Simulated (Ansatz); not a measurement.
# Migration barriers: interstitial Li in wurtzite ZnO, charge state +1

System: interstitial Li in wurtzite ZnO (charge state +1). These are PBE, PAW (plane waves to 420 eV; Ansatz, a quantum-chemistry and plane-wave program) values and carry that method's errors.

72-site cell at the relaxed PBE lattice, a 2×2×2 k-point mesh shifted by half a step along c, smearing 0.01 eV, spin-restricted, no finite-size correction. No zero-point or tunnelling terms. The charge state is imposed; whether it is stable for some Fermi level was not computed. Sites that were not tried may lie lower.

Barriers: single points on a 3×3×3 k-point mesh shifted by half a step along c at the bands' geometries.

```json
[
 {"Route": "several atoms move together, Li the farthest", "Start site over the lowest site run (eV)": "0.00", "Hop (Å)": "1.90", "Forward barrier (eV)": "0.66", "Backward barrier (eV)": "0.03", "Neighbours at the start": "3 O at 1.93; 3 Zn at 2.45, 3 Zn at 2.47 Å", "Neighbours at the saddle": "O at 1.76, 2 O at 1.86; Zn at 2.09 Å", "Saddle order": "first order", "Forward, on the band's own sampling (eV)": "0.66"},
 {"Route": "one Li atom jumps by itself", "Start site over the lowest site run (eV)": "0.00", "Hop (Å)": "3.28", "Forward barrier (eV)": "0.66", "Backward barrier (eV)": "0.66", "Neighbours at the start": "3 O at 1.93; 3 Zn at 2.45, 3 Zn at 2.47 Å", "Neighbours at the saddle": "O at 1.77, O at 1.85, O at 1.86; Zn at 2.10 Å", "Saddle order": "first order", "Forward, on the band's own sampling (eV)": "0.66"},
 {"Route": "one Li atom jumps by itself", "Start site over the lowest site run (eV)": "0.00", "Hop (Å)": "2.64", "Forward barrier (eV)": "0.66", "Backward barrier (eV)": "0.66", "Neighbours at the start": "3 O at 1.93; 3 Zn at 2.45, 3 Zn at 2.47 Å", "Neighbours at the saddle": "O at 1.88, 2 O at 1.89; 3 Zn at 2.19 Å", "Saddle order": "inconclusive, on a symmetry element", "Forward, on the band's own sampling (eV)": "0.66"}
]
```

Paths come from climbing-image nudged elastic band runs.  A band can be held on a symmetry element, so unchecked saddle points there may be too high.
